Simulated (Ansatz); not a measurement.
## CuGaSe2: stress against strain

CuGaSe2 (chalcopyrite, I-42d, 21.475 Å³/atom and stress up to 0.01 GPa in the relaxed cell, c along z) under an equal strain ε in the (001) plane with the normal axis free, as in a coherent film. PBEsol in Ansatz, a plane-wave DFT program (PAW, default set), 420 eV, 8×8×8 Γ-centred mesh, Fermi-Dirac smearing 0.05 eV; ions are relaxed, or left where forces stay under 0.02 eV/Å, within the symmetry of each cell. Stress is positive for a compressed cell.

Here s stands for strain and y for stress xx.

```csv
strain (%),stress xx (GPa)
-3.00,?
-1.50,1.33
-0.75,0.65
0.00,-0.01
0.75,-0.63
1.50,-1.22
```

Taking a straight line for y over the 5 complete rows: Means: s 0, y 0.024. About the means, the sum of products is -4.7850 and the sum of squares of s is 5.6250; the slope is their ratio. Least squares gives y = 0.024 - 0.8507·s. Residuals (row less fit): 0.030, -0.012, -0.034, -0.016, 0.032; standard error 0.034 (degrees of freedom: 3). The slope gives the biaxial elastic modulus of this plane = 85 ± 1 GPa (± standard error of the fit, which holds the terms cut off).

Problem. Predict the withheld y at s = -3.00 from the fit, and compare with the calculation.

Solution. y = 0.024 - 0.8507 × (-3.00) = 2.576 GPa. The calculation gives 2.77 GPa, 0.194 GPa above the prediction (4.9 % of the range of y in the table). The row lies outside the fitted rows, so this is an extrapolation. From the scatter of the fitted rows alone, a prediction at this place has a standard error of 0.057 GPa, so the miss is 3.4 times that.

A polynomial of degree 2 through the 8 other runs of the series gives 2.77 there, so most of the miss is curvature that the fit leaves out. This level leaves no gap over 0.05 eV at strain 1.50 %. Rows are the converged runs of the series near zero and its far end; series whose fitted rows scatter by over a few per cent of the range, as at a crossing or softening among them, aren't shown in this form, nor equations of state whose B0' disagrees with the runs' pressures. Most that stay on the fit to the last digits aren't either.
